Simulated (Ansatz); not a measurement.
Response to strain in B2O3

Consider B₂O₃ (space group Cmc2_1, No. 36; a = 7.8261 Å, b = 4.6243 Å, c = 4.1344 Å; a cell from a computed database, its experimental status unchecked). Axes: x, y, z lie along a, b, c of the conventional cell.

Strains are applied to the cell and any free atomic positions relax; under biaxial strain the out-of-plane vector relaxes too.

Level of theory: Ansatz (an electronic-structure program), PBEsol, PAW, cutoff 420 eV, no spin-orbit coupling.

Notes on the quantities. energy relative to the base: free energy F; pressure: mean of the normal stresses, compression positive.

```tsv
change	band gap	energy relative to the base	pressure	volume per atom
base	8.42 eV	0 meV/atom	0.01 GPa	7.48 Å³
biaxial strain +1.71 %, plane normal [001], relaxed out of plane	8.19 eV	+5.8 meV/atom	-4.81 GPa	7.72 Å³
biaxial strain +3.95 %, plane normal [001], relaxed out of plane	7.86 eV	+31 meV/atom	-11.14 GPa	8.03 Å³
isotropic strain +1.92 %	7.87 eV	+13 meV/atom	-9.16 GPa	7.92 Å³
uniaxial strain ε_xx = +1.51 %	8.32 eV	+2.5 meV/atom	-2.79 GPa	7.59 Å³
```

Whether these cells are dynamically stable was not tested.
